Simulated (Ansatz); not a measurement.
An Ansatz (a program for electronic structure) input (plane-wave PAW DFT at the PBE level (Ansatz, 420 eV), spin-orbit coupling left out, earlier PAW set):

Ansatz 0.2 input:
```yaml
crystal:
  lattice:
    - [4.1321014023, 0, 0]
    - [0, 4.1321014023, 0]
    - [0, 0, 2.7228577178]
  atoms:
    - { symbol: Si, position: [0.5, 0.5, 0.5] }
    - { symbol: Si, position: [0, 0, 0] }
    - { symbol: O, position: [0.8069868586, 0.8069868586, 0.5] }
    - { symbol: O, position: [0.3069868586, 0.6930131414, 0] }
    - { symbol: O, position: [0.6930131414, 0.3069868586, 0] }
    - { symbol: O, position: [0.1930131414, 0.1930131414, 0.5] }
basis: { ecutwfc: 420, ecutrho_ratio: 4, xc_grid: 2, fft_grid_basis: typed }
kpoints: { mp_grid: { grid: [8, 8, 12] } }
hamiltonian:
  xc: pbe
  dispersion: none
  pseudopotentials: { azcp: { folder: ./paw }, kind: paw }
scf: { occupations: { method: fermi_dirac, width: 0.05 } }
relax: { f_tol: 0.005, max_steps: 50, cell: { stress_tol: 0.01, fix: [a, b, gamma] } }
output: { forces: true, stress: true }
checkpoint: { write: state.ck, write_every: 1000 }
```

### Question
Which symmetry and how many k-points will the program report, and about how many plane waves at Γ?

### Answer
Space group P42/mnm (ITA 136) with 16 operations, k-points 105 of 768, and 929 plane waves at Γ.

### Question
And the final pressure?

### Answer
8.87 GPa (compression positive).

The cells carry an imposed strain or load. No phonon test of stability was made. The cell was made from SiO$_{2}$ in the rutile structure (space group P4_2/mnm, No. 136) by this change: biaxial strain −2.45 %, plane normal [001], relaxed out of plane.
